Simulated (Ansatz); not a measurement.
Input:

```xyz
5
Lattice="3.9061 0.0000 0.0000 -1.9530 3.3828 0.0000 0.0000 0.0000 6.0402" Properties=species:S:1:pos:R:3 pbc="T T T"
La     1.9530     1.1276     4.5581
La     0.0000     2.2552     1.4821
O      1.9530     1.1276     2.1381
O      0.0000     2.2552     3.9021
O      0.0000     0.0000     0.0000
```

Level of theory: PBEsol, rigid bands (plane waves, PAW, scalar-relativistic; Ansatz, an electronic-structure program). Geometry: cell and atoms relaxed with PBEsol.

Question: Predict the hole conductivity mass (n e² τ/σ) at 300 K, by direction if it differs.

Answer: 3.2 (x), 3.2 (y), 1.31 (z) mₑ.

Question: Predict the electron conductivity mass (n e² τ/σ) at 300 K, by direction if it differs.

Answer: 2.4 (x), 2.4 (y), 1.08 (z) mₑ.

Question: And the band gap?

Answer: 3.77 eV at this level; semilocal functionals usually fall short of the measured gap.

Rigid bands, one relaxation time for all states, no polarons. Spin-orbit coupling is left out; where it splits the top of the valence band it changes the hole mass and lowers the gap by about a third of the splitting.
